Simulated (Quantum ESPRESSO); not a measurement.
Quantum ESPRESSO 7.5, DFT, PBE, plane waves, SSSP 1.1.2 efficiency PBE: fcc Ni with 3 Al on Ni sites, atoms displaced (Ni5Al3), unrelaxed at the host's lattice constant, 8 atoms, spin-polarised from a ferromagnetic start (nspin = 2, starting_magnetization 0.1 on Ni), ending non-magnetic. Basis and mesh were picked for this test and aren't claimed converged.

* **cell**: 4.98, 4.98, 4.98 Å; 60, 60, 60°
* **distance to the nearest atom**: 2.41 to 2.45 Å
* **task**: scf
* **k mesh**: 3×3×3
* **ecutwfc**: 45 Ry
* **ecutrho**: 360 Ry
* **occupations**: smearing
* **smearing**: mv
* **degauss**: 0.02 Ry
* **conv_thr**: 8e-09 Ry
* **tprnfor**: true
* **tstress**: false
* **k-point pools (-nk)**: 8
* **diagonalization**: david (default)
* **k-points computed (for each spin)**: 14
* **bands**: 60
* **electrons**: 99
* **G-vectors of the density**: 68105
* **FFT grid**: 60×60×60

Settings of this run: mixing_mode = local-TF, mixing_beta = 0.1, mixing_ndim = 8; 8 ranks.

| SCF iteration | band solver's avg # of iterations (first pass) | estimated scf accuracy (Ry) |
|---|---|---|
| 1 | 6.5 | 274.25430400 |
| 2 | 2.0 | 217.11497076 |
| 3 | 4.4 | 86.62111437 |
| 4 | 2.0 | 31.45516869 |
| 5 | 3.0 | 8.14306957 |
| 6 | 1.0 | 8.77825934 |
| 7 | 1.8 | 0.25522181 |
| 8 | 4.2 | 2.20925304 |
| 9 | 3.0 | 0.12647879 |
| 10 | 3.0 | 1.55600783 |
| 11 | 2.0 | 3.39724729 |
| 12 | 1.6 | 2.08053856 |
| 13 | 4.0 | 1.11446235 |
| 14 | 2.0 | 0.20512347 |
| … | … | … |
| 27 | 2.0 | 0.00004915 |
| 28 | 1.4 | 0.00003997 |
| 29 | 1.4 | 0.00005623 |
| 30 | 1.5 | 0.00003962 |
| 31 | 1.5 | 0.00007829 |
| 32 | 1.0 | 0.00009499 |
| 33 | 1.0 | 0.00007306 |
| 34 | 2.5 | 0.00002478 |
| … | … | … |
| 46 | 2.2 | 0.00000023 |
| 47 | 2.2 | 0.00000020 |
| 48 | 2.0 | 0.00000017 |
| 49 | 2.0 | 0.00000006 |
| 50 | 3.8 | 0.00000006 |
| 51 | 2.0 | 0.00000002 |
| 52 | 2.0 | 0.00000001 |
| 53 | 4.8 | 5.9E-09 |

It converged after 53 SCF iterations.

**Question.** Which change of one setting makes this cycle converge in far fewer steps?

**Answer.** One answer among several that fit: mixing_beta = 0.7 (23 SCF iterations) or mixing_beta = 0.4 (25 SCF iterations), all else kept. The other changes of this size gave: mixing_beta = 0.2 (31); mixing_mode = TF (43); mixing_mode = plain (48). The first change moves the result by: energy under 0.001 meV/atom, forces (largest component) 0.46 meV/Å, absolute magnetization 0.0013 μB/atom. Counts are of single runs.
